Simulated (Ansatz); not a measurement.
**How the polycrystal shear modulus of fcc Yb moves with the method**

No measured value is used here.

```json
[
 {"level (code)": "LDA (Ansatz)", "value (GPa)": "9.06", "cell (Å³/atom)": "29.66"},
 {"level (code)": "PBE (Ansatz)", "value (GPa)": "11.7", "cell (Å³/atom)": "35.67"},
 {"level (code)": "PBEsol (Ansatz)", "value (GPa)": "10.9", "cell (Å³/atom)": "32.57"},
 {"level (code)": "r²SCAN (Ansatz)", "value (GPa)": "8.43", "cell (Å³/atom)": "35.20"},
 {"level (code)": "HSE06 (Ansatz)", "value (GPa)": "7.78", "cell (Å³/atom)": "43.42"}
]
```

HSE06: hybrids on metals are sensitive to the k mesh. HSE06: the run warned that the count of filled bands differs between k points. Each level is taken at its own relaxed cell. Cutoffs and k meshes differ between the levels. Ansatz's density-functional and Hartree–Fock values are scalar-relativistic unless marked +SOC, with PAW data made under PBE.

Ansatz is a first-principles code.
